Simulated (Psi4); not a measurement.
Psi4 1.11, B3LYP/def2-svp: W(NH)(S)(Cl)(OH) ([NH]=[W]([OH])(=[S])[Cl]), 7 atoms. The geometry is a generated start, not checked to be a minimum at this level.

| Item | Value |
|---|---|
| task | energy |
| method | b3lyp |
| basis | def2-svp |
| memory | 3 GB |
| maxiter | 100 |
| keys of the molecule block | symmetry c1 |
| scf_type | df (default) |
| e_convergence | 1e-06 (default) |
| d_convergence | 1e-06 (default) |
| dft_radial_points | 75 (default) |
| dft_spherical_points | 302 (default) |
| effective core potentials | those of the basis set, past Kr |
| basis functions | 106 |
| grid points | 152001 |

```xyz
7

W      0.1181     0.3083     0.0272
N     -0.0580    -0.6131    -1.4756
H     -0.0353    -1.2148    -2.2991
S      2.2575     0.2868     0.4893
Cl    -0.3123     2.4143    -0.4423
O     -0.7806    -0.3238     1.5038
H     -1.1895    -0.8577     2.1967
```

Charge 0 and multiplicity 1 are set for this test and not shown to be the ground state.

With the defaults (diis = true, scf_initial_accelerator = adiis, damping_percentage = 0, guess = auto, which took SAD, soscf = false, soscf_start_convergence = 0.01, diis_max_vecs = 10, diis_start = 1) it converges in 12 SCF iterations. One run each on 2 threads, with these changes:
- diis = false, scf_initial_accelerator = none, damping_percentage = 60
- guess = modhuckel
- damping_percentage = 20
- guess = huckel
- soscf = true, soscf_start_convergence = 0.001
- guess = core
- diis_start = 4
- diis_max_vecs = 6
- soscf = true

Q: Name the settings that don't reach the solution of the defaults.

A: No convergence: diis = false, scf_initial_accelerator = none, damping_percentage = 60 (the run ends without SCF convergence in 100 iterations). The rest reach the solution of the defaults.

```csv
setting,SCF iterations,JK calls,end
soscf = true,9,35,same solution
"soscf = true, soscf_start_convergence = 0.001",10,21,same solution
the defaults,12,13,same solution
diis_max_vecs = 6,12,13,same solution
guess = huckel,14,56,same solution
guess = modhuckel,14,56,same solution
guess = core,16,16,same solution
damping_percentage = 20,19,20,same solution
diis_start = 4,20,21,same solution
"diis = false, scf_initial_accelerator = none, damping_percentage = 60",100,101,no convergence
```

An SOSCF iteration holds several JK calls; a Hückel guess adds calls on atoms. 1 further run of the study ended by our limits or in an error and is left out.
